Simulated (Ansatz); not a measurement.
**MoTe2 under a change: tensor shear ε_xz = +0.67 %**

Take MoTe$_{2}$ (space group P6_3/mmc, No. 194; a = 3.4340 Å, c = 13.3294 Å; layered, stacked along the Cartesian z axis) as the base. Axes: x lies along a and z along c of the hexagonal cell.

The change: tensor shear ε_xz = +0.67 % (engineering shear γ = 0.0134); the atoms relax in the strained cell.

All numbers come from PBEsol-D3(BJ) (Ansatz, a first-principles code), without spin-orbit coupling. Settings: 11×11×3 k-points, 0.05 eV Fermi–Dirac smearing.

```json
[
 {"quantity": "volume per atom", "base": "22.69 Å³", "changed": "22.69 Å³", "shift": "0.00 Å³"},
 {"quantity": "space group", "base": "P6_3/mmc (No. 194)", "changed": "C2/c (No. 15)", "shift": "–"},
 {"quantity": "shortest interatomic distance", "base": "2.688 Å", "changed": "2.685 Å", "shift": "-0.003 Å"},
 {"quantity": "energy relative to the base (free energy F)", "base": "0 meV/atom", "changed": "+0.6 meV/atom", "shift": "+0.6 meV/atom"},
 {"quantity": "pressure (mean of the normal stresses, compression positive)", "base": "0.00 GPa", "changed": "0.01 GPa", "shift": "+0.01 GPa"},
 {"quantity": "band gap (an upper bound: an edge found on the path is not a true extremum; the changed cell)", "base": "0.33 eV", "changed": "0.35 eV", "shift": "+0.02 eV"},
 {"quantity": "largest internal atomic displacement", "base": "–", "changed": "0.020 Å", "shift": "–"},
 {"quantity": "stress (xx, yy, zz, yz, xz, xy; compression positive)", "base": "–", "changed": "(0.00, 0.01, 0.02, 0.00, -0.65, 0.00) GPa", "shift": "–"}
]
```

Final structure:

```
CELL_PARAMETERS angstrom
      3.43402     0.00000     0.02301
     -1.71701     2.97395    -0.01150
      0.08931     0.00000    13.32941
ATOMIC_POSITIONS crystal
  Te 0.66060 0.33265 0.38622
  Te 0.32796 0.66735 0.88622
  Te 0.33940 0.66735 0.61378
  Te 0.67204 0.33265 0.11378
  Mo 0.66702 0.33404 0.75000
  Mo 0.33298 0.66596 0.25000
```

Cost of the whole job for the changed cell (relaxation, final SCF and bands): roughly 4 core-minutes.

Spin-orbit coupling, missing from the scalar runs, can matter with Te. Stability against distortions was not tested.
